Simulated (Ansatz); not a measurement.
System: Al-vacancy pair (Al on one host Ti site, one O site vacant) in rutile TiO2 (charge state +1). Computed with PBE, PAW (plane waves to 420 eV; Ansatz, an electronic-structure program).

72-site cell at the relaxed PBE lattice, one k-point at (0.250, 0.250, 0.250), smearing 0.01 eV, spin-restricted, no finite-size correction. Static, classical nuclei. The charge state is imposed; whether it is stable for some Fermi level was not computed. Forms of the defect that were not tried may lie lower.

Barriers: single points on a 2×2×2 k-point mesh shifted by half a step at the bands' geometries (they differ from the bands' own by up to 0.06 eV, and are uncertain by about as much).

The step: one O atom jumps into the vacancy from a nearby O site (Al-vacancy distance between ideal sites 1.96 → 2.00 Å). Atoms about the jump, Cartesian Å from the middle of the jump, before and after:

| atom | x0 | y0 | z0 | x1 | y1 | z1 |
|---|---|---|---|---|---|---|
| O1 | 0.23 | 1.09 | -0.68 | -0.23 | -1.09 | 0.68 |
| Al2 | -1.30 | -0.08 | -0.84 | -1.34 | -0.46 | -0.70 |
| Ti3 | -1.28 | -0.06 | 2.45 | -1.25 | -0.11 | 2.23 |
| Ti4 | 1.15 | 2.01 | 0.68 | 1.40 | 2.25 | 0.95 |
| O5 | -1.94 | 0.57 | 0.75 | -1.99 | 0.65 | 0.70 |
| O6 | 0.28 | 1.12 | 2.25 | 0.32 | 1.20 | 2.21 |
| O7 | 2.63 | 0.65 | 0.78 | 2.55 | 0.68 | 0.75 |
| O8 | -0.27 | -1.12 | -2.08 | -0.23 | -1.11 | -2.10 |
| O9 | 2.05 | -1.66 | -0.66 | 2.10 | -1.68 | -0.71 |
| Ti10 | 1.42 | -2.81 | 0.80 | 1.06 | -2.41 | 0.79 |
| O11 | 2.04 | -1.65 | 2.21 | 2.08 | -1.65 | 2.25 |
| O12 | -2.45 | -1.60 | -0.66 | -2.60 | -1.72 | -0.70 |
| O13 | -2.08 | 0.69 | -2.27 | -1.97 | 0.65 | -2.08 |
| O14 | -0.26 | -1.12 | 3.71 | -0.21 | -1.12 | 3.75 |
| O15 | -2.48 | -1.65 | 2.26 | -2.53 | -1.65 | 2.24 |
| O16 | 2.11 | 2.94 | -0.69 | 2.03 | 2.91 | -0.70 |
| O17 | -0.20 | 3.48 | 0.79 | -0.20 | 3.43 | 0.77 |
| O18 | 0.27 | -3.43 | -0.66 | 0.28 | -3.48 | -0.70 |
| Ti19 | 1.16 | -2.46 | -2.11 | 1.26 | -2.60 | -2.14 |
| O20 | 2.61 | 0.65 | -2.17 | 2.55 | 0.68 | -2.17 |
| O21 | 0.27 | -3.43 | 2.22 | 0.26 | -3.46 | 2.25 |
| Ti22 | 3.56 | -0.18 | -0.78 | 3.53 | -0.19 | -0.64 |
| Ti23 | 1.14 | 2.00 | -2.29 | 1.37 | 2.28 | -2.36 |
| O24 | -2.07 | 0.70 | 3.83 | -2.01 | 0.67 | 3.73 |

Problem. Give the saddle-point geometry and the barrier.

Solution. 
```
atom      x      y      z
----  -----  -----  -----
O1     0.00  -0.07   0.47
Al2   -1.36  -0.26  -0.75
Ti3   -1.11  -0.11   2.21
Ti4    1.21   1.72   0.85
O5    -2.27   0.59   0.76
O6     0.19   1.27   2.49
O7     2.63   0.60   0.81
O8    -0.25  -1.06  -2.14
O9     2.11  -1.68  -0.71
Ti10   1.41  -2.74   0.75
O11    2.09  -1.67   2.24
O12   -2.48  -1.69  -0.69
O13   -1.99   0.73  -2.14
O14   -0.24  -1.09   3.71
O15   -2.45  -1.68   2.22
O16    1.78   2.64  -0.64
O17   -0.29   3.41   0.76
O18    0.25  -3.41  -0.68
Ti19   1.05  -2.40  -2.15
O20    2.57   0.63  -2.19
O21    0.25  -3.41   2.19
Ti22   3.61  -0.26  -0.78
Ti23   1.31   2.19  -2.36
O24   -2.04   0.68   3.70
```
It lies 1.18 eV above the start and 1.12 eV above the end. The check of the saddle point's order was inconclusive.
